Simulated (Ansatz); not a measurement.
The reference is ZnO in the wurtzite structure (space group P6_3mc, No. 186; a = 3.187 Å, c = 5.153 Å).

Computed with LDA, PAW, 420 eV (Ansatz, a first-principles code; spin-orbit coupling left out).

Strains are applied to the cell and any free atomic positions relax.

One change was made to it. Results:

| quantity | base | after |
|---|---|---|
| pressure (mean of the normal stresses, compression positive) | 0.0 kbar | -76.5 kbar |
| width of the top valence band | 1.93 eV | 1.81 eV |
| electron mass | 0.15 mₑ (at Γ) | 0.13 mₑ (at Γ) |
| valence-band top at Γ (three highest levels, from the VBM) | 0.00, 0.00, -0.11 eV | 0.00, 0.00, -0.09 eV |
| mean gap deformation potential ΔEg/Δln V | – | -1.6 eV |

Question: Which of these changes matches the shifts?
A) isotropic strain +0.60 %
B) isotropic strain +1.80 %
C) isotropic strain +2.40 %
D) isotropic strain +3.00 %

Answer: B, isotropic strain +1.80 %. For comparison, the valence-band top at Γ in the other runs: isotropic strain +3.00 % gives 0.00, 0.00, -0.08 eV; isotropic strain +2.40 % gives 0.00, 0.00, -0.08 eV; isotropic strain +0.60 % gives 0.00, 0.00, -0.10 eV.

Masses are band curvatures over ±0.01 Å⁻¹ around the edge. Gaps are Kohn–Sham eigenvalue differences; semilocal functionals usually give less than the measured gap. No phonon test of stability was made.
